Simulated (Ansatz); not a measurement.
We consider Ca(OH)2 (P-3m1, No. 164), described by PBEsol-D3(BJ) (plane waves, PAW; Ansatz, a quantum-chemistry and plane-wave program).

Input:

Ansatz 0.2 input:
```yaml
crystal:
  lattice:
    - [1.7646627653, -3.0564855677, 0.0]
    - [1.7646627653, 3.0564855677, 0.0]
    - [0.0, 0.0, 4.6531033301]
  atoms:
    - { symbol: Ca, position: [0.0, 0.0, 0.0] }
    - { symbol: H, position: [0.3333333333, 0.6666666667, 0.5454862163] }
    - { symbol: H, position: [0.6666666667, 0.3333333333, 0.4545137837] }
    - { symbol: O, position: [0.3333333333, 0.6666666667, 0.7550501527] }
    - { symbol: O, position: [0.6666666667, 0.3333333333, 0.2449498473] }
basis:
  ecutwfc: 520
  ecutrho_ratio: 4
  xc_grid: 2
kpoints:
  mp_grid: { grid: [12, 12, 8] }
  band_path:
    path:
      - [0.0, 0.0, 0.0]
      - [0.05, 0.0, 0.0]
      - [0.1, 0.0, 0.0]
      - [0.15, 0.0, 0.0]
      - [0.2, 0.0, 0.0]
      - [0.25, 0.0, 0.0]
      - [0.3, 0.0, 0.0]
      - [0.35, 0.0, 0.0]
      - [0.4, 0.0, 0.0]
      - [0.45, 0.0, 0.0]
      - [0.5, 0.0, 0.0]
      - [0.466667, 0.066667, 0.0]
      - [0.433333, 0.133333, 0.0]
      - [0.4, 0.2, 0.0]
      - [0.366667, 0.266667, 0.0]
      - [0.333333, 0.333333, 0.0]
      - [0.305556, 0.305556, 0.0]
      - [0.277778, 0.277778, 0.0]
      - [0.25, 0.25, 0.0]
      - [0.222222, 0.222222, 0.0]
      - [0.194444, 0.194444, 0.0]
      - [0.166667, 0.166667, 0.0]
      - [0.138889, 0.138889, 0.0]
      - [0.111111, 0.111111, 0.0]
      - [0.083333, 0.083333, 0.0]
      - [0.055556, 0.055556, 0.0]
      - [0.027778, 0.027778, 0.0]
      - [0.0, 0.0, 0.083333]
      - [0.0, 0.0, 0.166667]
      - [0.0, 0.0, 0.25]
      - [0.0, 0.0, 0.333333]
      - [0.0, 0.0, 0.416667]
      - [0.0, 0.0, 0.5]
      - [0.05, 0.0, 0.5]
      - [0.1, 0.0, 0.5]
      - [0.15, 0.0, 0.5]
      - [0.2, 0.0, 0.5]
      - [0.25, 0.0, 0.5]
      - [0.3, 0.0, 0.5]
      - [0.35, 0.0, 0.5]
      - [0.4, 0.0, 0.5]
      - [0.45, 0.0, 0.5]
      - [0.5, 0.0, 0.5]
      - [0.466667, 0.066667, 0.5]
      - [0.433333, 0.133333, 0.5]
      - [0.4, 0.2, 0.5]
      - [0.366667, 0.266667, 0.5]
      - [0.333333, 0.333333, 0.5]
      - [0.305556, 0.305556, 0.5]
      - [0.277778, 0.277778, 0.5]
      - [0.25, 0.25, 0.5]
      - [0.222222, 0.222222, 0.5]
      - [0.194444, 0.194444, 0.5]
      - [0.166667, 0.166667, 0.5]
      - [0.138889, 0.138889, 0.5]
      - [0.111111, 0.111111, 0.5]
      - [0.083333, 0.083333, 0.5]
      - [0.055556, 0.055556, 0.5]
      - [0.027778, 0.027778, 0.5]
      - [0.5, 0.0, 0.416667]
      - [0.5, 0.0, 0.333333]
      - [0.5, 0.0, 0.25]
      - [0.5, 0.0, 0.166667]
      - [0.5, 0.0, 0.083333]
      - [0.333333, 0.333333, 0.416667]
      - [0.333333, 0.333333, 0.333333]
      - [0.333333, 0.333333, 0.25]
      - [0.333333, 0.333333, 0.166667]
      - [0.333333, 0.333333, 0.083333]
    npoints: 1
hamiltonian:
  xc: pbesol
  dispersion: d3bj
  pseudopotentials: { kind: paw }
scf:
  occupations: { method: fermi_dirac, width: 0.01 }
  convergence: { dr2_threshold: 0.0000000005 }
output:
  forces: true
  stress: true
  eigenvalues: true
  write_bands: true
```

From the output:

```
Crystal: 5 atoms, lattice volume = 50.195 Å³
Basis set: ecut = 520 eV, 1385 PW (Γ), exchange–correlation on 54×54×72 points (8 copies of the dense FFT grid, shifted against one another)
Bands: 17, of which v1, the nominal top of the filled ones, is band 12 counted from 1 (11 counted from 0)
Symmetry: 12 space group operations
Space group: P-3m1 (ITA 164), of the structure as read, at distance tolerance 3.7e-5 Å
k-points: 131 of 1152
Functional: x = pbesol(κ = 0.804, μ = 0.12345679012345678), c = pbesol(β = 0.046)
SCF iter   1: F=—  HF=-2951.825396 eV  |F-HF|=—  |Δ(HF+E_count)|=         —  Δρ=1.09e-2  dr2=4.75e-2
SCF iter   2: F=—  HF=-2951.812471 eV  |F-HF|=—  |Δ(HF+E_count)|=   1.29e-2  Δρ=5.72e-3  dr2=1.07e-2
  ...
SCF iter   7: F=—  HF=-2951.809280 eV  |F-HF|=—  |Δ(HF+E_count)|=   9.30e-8  Δρ=3.58e-6  dr2=2.99e-9
SCF iter   8: F=-2951.809280 eV  HF=-2951.809280 eV  |F-HF|=2.94e-10  |Δ(HF+E_count)|=   2.56e-9  Δρ=1.21e-6  dr2=4.12e-10
SCF 1 converged in 8 iterations: F = -2951.809280 eV  dr2 = 4.12e-10
SCF converged after 8 iterations
Free energy (F): -2951.809280 eV
Internal energy: -2951.809280 eV  (E = F + TS)
E sigma→0 (E₀):  -2951.809280 eV
Fermi energy:    5.779929 eV
--- Stress (GPa, compression-positive) ---
       -0.004384      -0.000000      -0.000000
        0.000000      -0.004384       0.000000
       -0.000000       0.000000       0.002732
  P = ⅓ Tr σ = -0.0020 GPa (-0.020 kbar)
```

The PAW data were made under PBE.

Note: the volume lies 8 % below that of the published cell.
